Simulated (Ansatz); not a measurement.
Reference: Hf$_{2}$CS (P6_3/mmc), PBEsol, DFPT electron-phonon coupling, linearised Boltzmann equation (plane waves, PAW, scalar-relativistic; Ansatz, an electronic-structure program); geometry: relaxed with this functional, without spin-orbit coupling.

```xyz
8
Lattice="3.3455 0.0000 0.0000 -1.6728 2.8973 0.0000 0.0000 0.0000 11.9483" Properties=species:S:1:pos:R:3 pbc="T T T"
Hf     0.0000     1.9315     4.7724
Hf     1.6728     0.9658     7.1759
Hf     1.6728     0.9658    10.7465
Hf     0.0000     1.9315     1.2017
C      0.0000     0.0000     5.9741
C      0.0000     0.0000     0.0000
S      1.6728     0.9658     2.9871
S      0.0000     1.9315     8.9612
```

The resistivity at 300 K is 12.7 μΩ·cm.

Question: Swap Hf for Ti, keeping the structure type. How do these values move?

Answer: Ti₂CS (P6_3/mmc): volume per atom 14.5 to 12.1 Å³; resistivity at 300 K rises (12.7 μΩ·cm to 15.4 μΩ·cm).

Question: Swap Hf for Nb, keeping the structure type. How do these values move?

Answer: Nb₂CS (P6_3/mmc): volume per atom 14.5 to 13.4 Å³; resistivity at 300 K rises (12.7 μΩ·cm to 35 μΩ·cm).

Moves up to 17 % count as about the same. Metals; harmonic phonons alone scatter; means over directions. Halving the electron mesh moves these values by up to 11 %; q meshes are mostly untested. Spin-orbit coupling is left out.

Formula and space group known from diffraction (Crystallography Open Database), not checked to be the room-temperature form: Ti2CS (P6_3/mmc). Computed structure with no diffraction record at hand here (it may be known, metastable or hypothetical): Hf2CS (P6_3/mmc), Nb2CS (P6_3/mmc). The missing spin-orbit coupling matters most for Hf2CS (P6_3/mmc).
